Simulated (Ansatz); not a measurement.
MoTe2: response to strain

The reference is MoTe$_{2}$ (space group P6_3/mmc, No. 194; a = 3.4966 Å, c = 13.6959 Å; layered, stacked along the Cartesian z axis).

Strains are applied to the cell and any free atomic positions relax.

All numbers come from PBE-D3(BJ)/PAW in Ansatz (an electronic-structure program), scalar-relativistic without spin-orbit coupling.

Notes on the quantities. pressure: mean of the normal stresses, compression positive.

```
isotropic strain (%)  pressure (GPa)
--------------------  --------------
0                                0.0
0.6                                ?
1.2                             -1.6
1.8                             -2.4
2.4                             -3.0
```

Fit P = P₀ − Bδ + Cδ² with δ = (1 + ε)³ − 1 to the rows shown and predict the withheld row.

Least squares on the printed values gives P₀ = 0.0 GPa, B = 48.9 GPa (at held cell shape), C = 107 GPa (largest residual 0.0 GPa); this predicts -0.8 GPa, and the run gives -0.9 GPa, in agreement.

No phonon test of stability was made. The program warned that a D3 coordination switch lies within reach, so dispersion energies are less smooth here.
